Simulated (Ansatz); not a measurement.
CdS under load (space group P6_3mc), PBE with spin-orbit coupling, rigid bands in Ansatz (a program for electronic structure). Condition of this run: uniaxial stress along c of -0.8 GPa (compression positive) (the target of the relaxation). Band gap 1.18 eV, N_c = 1.34e18 cm⁻³ and N_v = 3.95e19 cm⁻³ at 300 K, conductivity masses along z (a = (4.11, 0.00, 0.00) Å; b = (-2.05, 3.56, 0.00) Å; c = (0.00, 0.00, 6.79) Å) of 0.135 mₑ (electrons) and 1.65 mₑ (holes). Take k_BT = 0.02585 eV.

Find the intrinsic carrier density and the intrinsic Fermi level.

n_i = √(N_c N_v) exp(−E_g/2k_BT) = 7.28e18 × exp(−22.82) = 8.9e8 cm⁻³. The level lies (k_BT/2) ln(N_v/N_c) = 44 meV from mid-gap (positive towards the conduction band). Each 0.1 eV added to the gap lowers n_i by a factor of 6.9.

A film of it is 3 nm thick, with its normal along the direction named. Estimate the confinement energies in an infinite well.

ħ²π²/(2m t²) = 0.376 eV·nm²/(m/mₑ × t²) gives 309 meV for electrons and 25.3 meV for holes, so the gap would widen to about 1.51 eV. Finite barriers and nonparabolic bands lower this, and with several valleys or bands the heaviest mass along the normal sets the lowest level, not this average.

What built-in voltage has an abrupt junction with N_A = 1e17 and N_D = 1e17 cm⁻³, all dopants ionised?

V_bi = E_g/e − (k_BT/e) ln(N_c N_v/(N_A N_D)) = 1.18 − 0.02585 × 8.57 = 0.96 V, for the computed gap.

Rigid bands with the computed gap; masses take one relaxation time for all states. Geometry: cell and atoms relaxed with PBEsol.
